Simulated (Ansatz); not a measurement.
SiC (P6_3mc), r2SCAN with spin-orbit coupling, rigid bands in Ansatz (a first-principles code). Band gap 2.65 eV, N_c = 1.10e19 cm⁻³ and N_v = 6.11e19 cm⁻³ at 300 K, conductivity masses along z (a = (3.08, 0.00, 0.00) Å; b = (-1.54, 2.66, 0.00) Å; c = (0.00, 0.00, 5.05) Å) of 0.262 mₑ (electrons) and 1.43 mₑ (holes). Take k_BT = 0.02585 eV.

Q: What built-in voltage has an abrupt junction with N_A = 1e17 and N_D = 1e18 cm⁻³, all dopants ionised?

A: V_bi = E_g/e − (k_BT/e) ln(N_c N_v/(N_A N_D)) = 2.65 − 0.02585 × 8.81 = 2.42 V, for the computed gap.

Q: Find the intrinsic carrier density and the intrinsic Fermi level.

A: n_i = √(N_c N_v) exp(−E_g/2k_BT) = 2.59e19 × exp(−51.25) = 1.4e-3 cm⁻³. The level lies (k_BT/2) ln(N_v/N_c) = 22 meV from mid-gap (positive towards the conduction band). Each 0.1 eV added to the gap lowers n_i by a factor of 6.9.

Q: A film of it is 2 nm thick, with its normal along the direction named. Estimate the confinement energies in an infinite well.

A: ħ²π²/(2m t²) = 0.376 eV·nm²/(m/mₑ × t²) gives 359 meV for electrons and 65.7 meV for holes, so the gap would widen to about 3.07 eV. Finite barriers and nonparabolic bands lower this, and with several valleys or bands the heaviest mass along the normal sets the lowest level, not this average.

Rigid bands with the computed gap; masses take one relaxation time for all states. Geometry: cell and atoms relaxed with PBEsol.
